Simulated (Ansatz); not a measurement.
InAgTe2, response to strain

Take InAgTe₂ in the chalcopyrite structure (space group I-42d, No. 122; a = 6.5687 Å, c = 12.9994 Å) as the base. Axes: x, y, z lie along a, b, c of the conventional cell.

Strains are applied to the cell and any free atomic positions relax; under biaxial strain the out-of-plane vector relaxes too.

The values are results of PBE (Ansatz, an electronic-structure program), without spin-orbit coupling, not measurements.

Notes on the quantities. energy relative to the base: free energy F; pressure: mean of the normal stresses, compression positive.

```tsv
variant	volume per atom	energy relative to the base	pressure
base	35.06 Å³	0 meV/atom	0.0 GPa
biaxial strain +0.75 %, plane normal [001], relaxed out of plane	?	?	?
biaxial strain +1.50 %, plane normal [001], relaxed out of plane	35.40 Å³	+1.8 meV/atom	-0.4 GPa
biaxial strain +2.25 %, plane normal [001], relaxed out of plane	35.55 Å³	+4.0 meV/atom	-0.5 GPa
biaxial strain +3.00 %, plane normal [001], relaxed out of plane	35.70 Å³	+6.9 meV/atom	-0.7 GPa
```

### Question
What belongs in the blanks?

### Answer

- biaxial strain +0.75 %, plane normal [001], relaxed out of plane, volume per atom: 35.24 Å³
- biaxial strain +0.75 %, plane normal [001], relaxed out of plane, energy relative to the base: +0.5 meV/atom
- biaxial strain +0.75 %, plane normal [001], relaxed out of plane, pressure: -0.2 GPa

Whether these cells are dynamically stable was not tested. All final runs are without spin polarisation.
